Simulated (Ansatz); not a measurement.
# NbRu (Cmmm, No. 65, 2 atoms in the cell; start mp-1220325)

Level of theory: LDA in Ansatz (plane waves, PAW).

Numerical settings: plane-wave cutoff 520 eV, 20×20×14 k mesh (along the axes of the cell as run), Fermi–Dirac smearing 0.05 eV, no spin polarisation, scalar-relativistic PAW data made under PBE.

Cell (relaxed at this level):

NbRu is taken in the orthorhombic space group Cmmm (No. 65), Pearson symbol oS4. Lattice parameters: a = 3.2180 Å, b = 4.5247 Å, c = 4.1565 Å, α = β = γ = 90.00°. Nb on 2a is coordinated by 4 Ru at 2.628 Å and 4 Ru at 3.072 Å and 4 Nb at 2.776 Å and 2 Nb at 3.218 Å. Ru on 2c is surrounded by 4 Nb at 2.628 Å and 4 Nb at 3.072 Å and 4 Ru at 2.776 Å and 2 Ru at 3.218 Å. (Neighbours: up to the widest gap in distance over summed covalent radii, below 1.35, at either atom.)
(The calculation used a cell of 2 atoms; values per cell refer to that cell.)

```json
{
 "bulk_modulus": "254 GPa"
}
```

Note: the run has no spin polarisation, so it can have missed a magnetic state; the bulk modulus is −V dP/dV from two relaxed cells at ±2 % in volume; the relaxation could not lower the start's symmetry, so the cell can be a saddle point above a distorted one.

Static lattice: no zero-point or thermal effects.

A start named mp-… is a Materials Project structure, which need not be a measured phase.

Ansatz is a quantum-chemistry and plane-wave program.
